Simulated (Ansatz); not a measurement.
Results of r²SCAN (plane waves, PAW; Ansatz, an electronic-structure program) for L1₀ (CuAu-type) CuAu.

Numerical settings: plane-wave cutoff 560 eV, 20×20×16 k mesh (along the axes of the cell as run), Fermi–Dirac smearing 0.05 eV, no spin polarisation, scalar-relativistic PAW data made under PBE.

Shape and atoms are relaxed at each volume.

Pressure at four volumes; x = ln(V/14.530 Å³). One pressure is withheld.

| V (Å³/atom) | x | P (GPa) |
|---|---|---|
| 13.949 | -0.0408 | ? |
| 14.239 | -0.0202 | 3.35 |
| 14.530 | 0.0000 | 0.01 |
| 15.111 | 0.0392 | -5.52 |

**Question.** Pass a parabola P(x) through the three rows shown, estimate the bulk modulus and its pressure derivative near zero pressure, and predict the withheld pressure.

**Answer.** Slopes between the rows: (0.01 − (3.35))/(0.0000 − (-0.0202)) = -165.35 and (-5.52 − (0.01))/(0.0392 − (0.0000)) = -141.07 GPa. Their difference over the span 0.0594 is c = 24.28/0.0594 = 408.8 GPa, so P(x) = 3.35 + (-165.35)(x − (-0.0202)) + 408.8 (x − (-0.0202))(x − (0.0000)). At the middle row B = −dP/dx = −[-165.35 + 408.8 × 0.0202] = 157.1 GPa, and B′ = dB/dP = 2c/B = 5.2. At x = -0.0408 the parabola gives 7.10 GPa; the run gives 7.16 GPa. The Birch–Murnaghan fit to the energies at all volumes has B0 = 157 GPa and B′ = 5.5.

Spin–orbit coupling is not included; it can shift volumes and moduli of such heavy elements.
